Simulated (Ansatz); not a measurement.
The starting structures come from a database of crystals and need not be the phases stable at ambient conditions.

By PBEsol, the system below comes out a metal.

Here is the system:

```yaml
crystal:
  lattice:
    - [4.14188, 0.00000, 0.00000]
    - [0.00000, 4.14188, 0.00000]
    - [2.07094, -2.07094, 2.85109]
  atoms:
    - { symbol: Al, position: [0.25000, 0.25000, 0.50000] }
    - { symbol: Al, position: [0.75000, 0.75000, 0.50000] }
    - { symbol: Cu, position: [0.50000, 0.50000, 0.00000] }
```

Space group of this cell: I4/mmm. The cell is strained (lengths across the current scaled by 1.02, ions clamped); by PBEsol its mean pressure is -3.9 GPa.

The current flows along the normal of the first two printed cell vectors, the (001) (indices of the unstrained crystal) plane of the conventional cell. No spin-orbit coupling; the value is a mean over 0.1 eV about the Fermi level.

**Question.** Compute, with PBEsol (Ansatz, a first-principles code), the ballistic conductance per area.

**Answer.** 0.77 × 10¹⁵ S/m² for both spins.
